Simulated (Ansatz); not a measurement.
Cells marked so need not be the phases stable at ambient conditions, and some may be hypothetical.

 Where the default PAW files enter, the runs use the earlier of Ansatz's two default sets.

No gap correction and no spin-orbit coupling; mid-gap values are interpolated between computed energies.

A. Cd(RhO2)2 (Fd-3m, spinel, not sure to be the ambient phase, 14 atoms a cell, 12.2 Å³ an atom), along the normal of (110)
B. Rb₂PtCl₆ (Fm-3m, not sure to be the ambient phase, 9 atoms a cell, 27.6 Å³ an atom), along the normal of (001)
C. Na2CO3 (P6_3/mmc, not sure to be the ambient phase, 12 atoms a cell, 11.9 Å³ an atom), along the normal of (100)

Q: Order them by mid-gap decay constant of the slowest evanescent state (lowest first) at the level r2SCAN in Ansatz (a program for electronic structure).

A: A (0.24 1/Å), B (0.34 1/Å), C (0.46 1/Å)
